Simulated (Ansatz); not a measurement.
Take Au in the fcc (Cu type) structure (space group Fm-3m, No. 225; a = 4.1241 Å) as the base.

Calculations: r2SCAN/PAW in Ansatz (a quantum-chemistry and plane-wave program), spin-orbit coupling left out.

Before the change:

The pressure comes out as 0.0 GPa.

Modification: every lattice vector is stretched by 1.73 %, atoms relaxed at fixed cell.

What does the calculation give for the energy relative to the base after the change?

The energy rises by 21 meV/atom.

Estimate the effect on the pressure.

The pressure goes from zero to -6.7 GPa.

The cells carry an imposed strain or load. No phonon test of stability was made.
